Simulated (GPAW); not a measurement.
Input and output of a self-consistent single point for Ir (Fm-3m, 1 atom in the cell) (GPAW).

Method of the run: PBEsol, GPAW PAW datasets PBEsol (made by gpaw-setup) (plane waves; GPAW).

```
CELL_PARAMETERS angstrom
      0.00000     1.92000     1.92000
      1.92000     0.00000     1.92000
      1.92000     1.92000     0.00000
ATOMIC_POSITIONS crystal
  Ir 0.00000 0.00000 0.00000
```

Reference input (self-consistent single point, DFT PBE, plane waves, GPAW PAW datasets PBE (gpaw-data 1.0.1)): mode = pw; ecut = 550 eV; xc = PBE; kpts = 10 10 10; mesh shift (steps) = 0 0 0; occupations.name = fermi-dirac; occupations.width = 0.1 eV; nbands = -7; convergence.forces = 0.001 eV/Å; symmetry.symmorphic = false; symmetry.tolerance = 0.0005; maxiter = 100. This run's input differs from it in these lines:

```diff
@@ -12,3 +12,3 @@
 calc = GPAW(mode={'name': 'pw', 'ecut': 550},
-            xc='PBE',
+            xc='PBEsol',
             kpts={'size': (10, 10, 10), 'gamma': True},
```

Its files differ too (potentials: GPAW PAW datasets PBEsol (made by gpaw-setup)).

Log, with long lists cut:

```
     iter     time        total  log10-change:
                         energy   eigst   dens  force
iter:   1 --:--:--   -10.411219
iter:   2 --:--:--   -10.406097   -1.52  -1.53
iter:   3 --:--:--   -10.424948   -1.83  -1.55
iter:   4 --:--:--   -10.352357   -2.99  -1.83
iter:   5 --:--:--   -10.351895   -2.21  -2.05
iter:   6 --:--:--   -10.348724c  -3.62  -2.40
iter:   7 --:--:--   -10.348501c  -4.98  -2.97
iter:   8 --:--:--   -10.348680c  -4.37  -2.95
iter:   9 --:--:--   -10.348680c  -5.92  -4.24c
iter:  10 --:--:--   -10.348677c  -6.79  -4.31c
iter:  11 --:--:--   -10.348680c  -6.18  -3.93
iter:  12 --:--:--   -10.348679c  -7.84c -4.71c
iter:  13 --:--:--   -10.348679c  -8.86c -5.46c -23.21c
Converged after 13 iterations.

Dipole moment: (-0.000000, -0.000000, -0.000000) |e|*Ang

Energy contributions relative to reference atoms: (reference = -484347.881821)

Kinetic:         +2.336010
Potential:       -2.071326
External:        +0.000000
XC:             -10.353650
Entropy (-ST):   -0.032613
Local:           -0.243407
SIC:             +0.000000
--------------------------
Free energy:    -10.364986
Extrapolated:   -10.348679

Showing only first 2 kpts
 Kpt  Band  Eigenvalues  Occupancy
  0     5     10.87069    2.00000
  0     6     10.87069    2.00000
  0     7     13.57553    1.99999
  0     8     13.57553    1.99999

  1     5     11.20192    2.00000
  1     6     11.20192    2.00000
  1     7     13.06881    2.00000
  1     8     13.74829    1.99995

Fermi level: 14.81616

No gap
No difference between direct/indirect transitions
Energy (eV): -10.348679

Forces in eV/Ang:
  0 Ir    0.00000   -0.00000    0.00000

Stress tensor:
     0.025217     0.000000    -0.000000
     0.000000     0.025217     0.000000
    -0.000000     0.000000     0.025217
Stress (GPa, Voigt): [ 4.0402  4.0402  4.0402  0.     -0.      0.    ]
```

The run converged in 13 iterations. GPAW prints stress with tension positive. Against the reference run the pressure goes from 7.63 to -4.04 GPa.

The starting cell has typed, rounded lattice constants, without a prior relaxation at this level. Spin polarisation is off. With a pressure of about -4 GPa the cell is away from its equilibrium volume at this level.
